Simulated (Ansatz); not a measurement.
Consider the following.

```xyz
12
Lattice="3.7606 0.0000 0.0000 0.0000 3.7606 0.0000 0.0000 0.0000 28.2958" Properties=species:S:1:pos:R:3 pbc="T T T"
F      0.9402    -0.9402     7.5330
K      2.8205     0.9402     7.5054
F      2.8205    -2.8205    10.1445
K      4.7008    -0.9402    10.1587
F      4.7008    -4.7008    12.8211
K      6.5811    -2.8205    12.8149
F      6.5811    -6.5811    15.4748
K      8.4614    -4.7008    15.4809
F      8.4614    -8.4614    18.1514
K     10.3417    -6.5811    18.1371
F     10.3417   -10.3417    20.7629
K     12.2220    -8.4614    20.7904
```

No spin polarisation.

Method: Kohn–Sham DFT with the r2SCAN functional, run in Ansatz (an electronic-structure program) with PAW and 500 eV plane waves, without spin-orbit coupling. Settings: 9×9×1 k-points, 0.05 eV Fermi–Dirac smearing. The cell is a slab with vacuum along z.

**Question.** Estimate the gap character.

**Answer.** Direct at Γ.

**Question.** Predict the band gap.

**Answer.** 6.06 eV.

**Question.** Estimate the layer's space group (with vacuum).

**Answer.** P4/nmm (No. 129).

Whether these cells are dynamically stable was not tested. The cell was made from KF in the rock salt structure (space group Fm-3m, No. 225) by this change: a free-standing slab of 6 layers (12 atoms, 2 a layer) is cut normal to the z axis, with 15 Å of vacuum and the in-plane cell held at bulk.
